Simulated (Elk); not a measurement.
```
HgTe
1.0
    0.00000     3.21385     3.21385
    3.21385     0.00000     3.21385
    3.21385     3.21385     0.00000
Hg Te
1 1
Direct
  0.00449   0.00449   0.00449
  0.25000   0.25000   0.25000
```

Level of theory: PBEsol, all-electron FP-LAPW, Elk's shipped species files, LAPW+lo basis (Elk).

The set-up and first iterations of an Elk log for HgTe (R3m, 2 atoms in the cell):

```
│ Elk code version 10.2.4 │

All units are atomic (Hartree, Bohr, etc.)

│ Ground-state run starting from atomic densities │

Lattice vectors :
   0.000000000       6.073296307       6.073296307
   6.073296307       0.000000000       6.073296307
   6.073296307       6.073296307       0.000000000

Unit cell volume      :    448.0261944
Brillouin zone volume :   0.5536511404

Muffin-tin inner radius fraction :   0.1000000000E-01

Nuclei treated as point charges

Species :    1 (Hg)
 parameters loaded from : Hg.in
 name : mercury
 nuclear charge    :   -80.00000000
 electronic charge :    80.00000000
 atomic mass :    365653.2012
 muffin-tin radius :    2.520000000
 number of radial points in muffin-tin :    697
 atomic positions (lattice), magnetic fields (Cartesian) :
   1 :   0.00000000  0.00000000  0.00000000    0.00000000  0.00000000  0.00000000

Species :    2 (Te)
 parameters loaded from : Te.in
 name : tellurium
   [... lines left out ...]

Muffin-tin radius times maximum |G+k| :    7.500000000
 using average radius
Maximum |G+k| for APW functions       :    3.086419753
Maximum (1/2)|G+k|²                   :    4.762993446
Maximum |G| for potential and density :    16.00000000
 potential will be trimmed for |G| > 2 gkmax
Constant for pseudocharge density :   10
Radial integration step length :    4

G-vector grid sizes :     45    45    45
Number of G-vectors :    30923

Maximum angular momentum used for
 APW functions                      :    8
 outer part of muffin-tin           :    6
 inner part of muffin-tin           :    1

Total nuclear charge    :   -132.0000000
Total core charge       :    98.00000000
Total valence charge    :    34.00000000
Total excess charge     :    0.000000000
Total electronic charge :    132.0000000

Effective Wigner radius, rₛ :   0.9322812617

Number of empty states         :    8
Total number of valence states :   25
Total number of core states    :   98

Total number of local-orbitals :   32

Exchange-correlation functional :     22     0     0
 PBEsol, Phys. Rev. Lett. 100, 136406 (2008)
 gradient requirement :    1
 generalised gradient approximation (GGA)

Smearing type :    3
 Fermi-Dirac
Smearing width :   0.3674930000E-03
Effective electronic temperature (K) :    116.0451112

Mixing type :    3
 Broyden mixing, J. Phys. A: Math. Gen. 17, L317 (1984)

Kohn-Sham potential initialised from atomic data
│ Self-consistent loop started │
│ Loop number : 1 │
 total energy                :     -26447.8626073
│ Loop number : 2 │
 total energy                :     -26448.1911064
RMS change in Kohn-Sham potential (target) :   0.1923769187     (  0.3700000000E-15)
Absolute change in total energy (target)   :   0.3284991159     (  0.3700000000E-13)
│ Loop number : 3 │
 total energy                :     -26449.0181186
RMS change in Kohn-Sham potential (target) :   0.1726616999     (  0.3700000000E-15)
Absolute change in total energy (target)   :   0.9091369367     (  0.3700000000E-13)
│ Loop number : 4 │
 total energy                :     -26449.3715761
RMS change in Kohn-Sham potential (target) :   0.1316988599     (  0.3700000000E-15)
Absolute change in total energy (target)   :   0.5807417683     (  0.3700000000E-13)
│ Loop number : 5 │
 total energy                :     -26449.8677250
RMS change in Kohn-Sham potential (target) :   0.5660794674E-01 (  0.3700000000E-15)
Absolute change in total energy (target)   :   0.6413343644     (  0.3700000000E-13)
│ Loop number : 6 │
 total energy                :     -26450.2884110
RMS change in Kohn-Sham potential (target) :   0.1626829223E-01 (  0.3700000000E-15)
Absolute change in total energy (target)   :   0.5810195908     (  0.3700000000E-13)
│ Loop number : 7 │
 total energy                :     -26450.5335034
RMS change in Kohn-Sham potential (target) :   0.4039073549E-03 (  0.3700000000E-15)
   [... lines left out ...]
```

Task: Will this run converge, and how will it end?

Result: The run ended unconverged after 200 iterations. It gives no final result for the task that was set. The log goes on:

```
Absolute change in total energy (target)   :   0.1734013495E-05 (  0.3700000000E-13)
│ Loop number : 134 │
 total energy                :     -26450.5647583
   [... lines left out ...]
RMS change in Kohn-Sham potential (target) :   0.5649418136E-08 (  0.3700000000E-15)
Absolute change in total energy (target)   :   0.1833213901E-06 (  0.3700000000E-13)
│ Loop number : 198 │
 total energy                :     -26450.5647558
RMS change in Kohn-Sham potential (target) :   0.5381106273E-08 (  0.3700000000E-15)
Absolute change in total energy (target)   :   0.5188485375E-07 (  0.3700000000E-13)
│ Loop number : 199 │
 total energy                :     -26450.5647560
RMS change in Kohn-Sham potential (target) :   0.5515226037E-08 (  0.3700000000E-15)
Absolute change in total energy (target)   :   0.1350017556E-06 (  0.3700000000E-13)
│ Loop number : 200 │
Reached self-consistent loops maximum

Energies :
 Fermi                       :     0.173150898173
 total energy                :     -26450.5647583

Density of states at Fermi energy :    109.9884375
 (states/Hartree/unit cell)

Estimated indirect band gap :   0.2474808210E-01
 from k-point      1 to k-point      2
Estimated direct band gap   :   0.5276039491E-01
 at k-point      2

Charges :
 core                        :    98.00000000
 valence                     :    34.00000000
 interstitial                :    4.525961949
 muffin-tins (core leakage)
  species :    1 (Hg)
   atom    1                 :    78.29708339     (  0.3463392755E-03)
  species :    2 (Te)
   atom    1                 :    49.17695466     (  0.1720632835E-02)
 total in muffin-tins        :    127.4740381
 total calculated charge     :    131.9976123
 total charge                :    132.0000000
 error                       :   0.2387677971E-02

│ Self-consistent loop stopped │
```

The starting cell has typed, rounded lattice constants, without a prior relaxation at this level. Its lattice was rescaled by up to half a per cent. One atom was moved a little off its site on purpose. Spin-orbit coupling is off. Values depend on the basis (sphere radii, cutoffs, local orbitals), which need not be converged.

The run was DFT, PBEsol, all-electron FP-LAPW, Elk's shipped species files, LAPW+lo basis. Main settings of its input:

- xctype: 22
- rgkmax: 7.5
- stype: 3
- swidth: 0.000367493 Ha
- ngridk: 3 3 3
- gmaxvr: 16 1/bohr
- nxoapwlo: 1
- rmtscf: 0.9
- epspot: 3.7e-16 Ha
- epsengy: 3.7e-14 Ha
